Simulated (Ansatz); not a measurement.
The parent structure is SiS2 (space group Ibam, No. 72; a = 6.3871 Å, b = 11.1260 Å, c = 5.5921 Å; made of chains). Axes: x, y, z lie along a, b, c of the conventional cell.

Modification: uniaxial stress, 2 GPa compression along z, with the cell and atoms free to relax against it.

Levels (all Ansatz, a program for electronic structure, PAW, earlier PAW set): PBE (420 eV, no spin-orbit coupling); r2SCAN (500 eV, spin-orbit coupling left out); HSE06 (420 eV, no spin-orbit coupling); PBE+SOC (420 eV, with spin-orbit coupling).

One geometry, relaxed with PBE, under each level:

```tsv
level	band gap	lowest conduction level above the VBM at special points	electron mass	pressure
PBE	3.06 eV	G₀ 3.10 eV; Λ₀ 3.10 eV; X 3.41 eV; S 3.43 eV	1.2 mₑ along x, 1.4 mₑ along y, 0.66 mₑ along z (off the special points)	0.67 GPa
r2SCAN	3.48 eV	G₀ 3.51 eV; Λ₀ 3.51 eV; X 3.86 eV; S 3.86 eV	–	-0.63 GPa
HSE06	[?]	[?]	–	–
PBE+SOC	3.06 eV	G₀ 3.10 eV; Λ₀ 3.10 eV; X 3.41 eV; S 3.43 eV	1.2 mₑ along x, 1.4 mₑ along y, 0.66 mₑ along z (off the special points)	0.67 GPa
```

Q: Give the withheld HSE06 results.

A: 
- HSE06, band gap: 4.19 eV
- HSE06, lowest conduction level above the VBM at special points: G₀ 4.23 eV; Λ₀ 4.23 eV; X 4.60 eV; Γ 5.15 eV

Single points use the geometry relaxed with PBE. Their cutoffs differ, which shifts pressures a little. HSE06 gaps are upper bounds (no full band path). Differences between runs with and without spin-orbit coupling are approximate. Load acts through the strain it causes; cell and atoms are relaxed under it. Effective masses come from finite differences of ±0.01 Å⁻¹. Beyond what the load breaks, stability against distortions was not tested. No dispersion term is included, though the crystal is made of layers, chains or molecules, so its spacings can come out too wide.
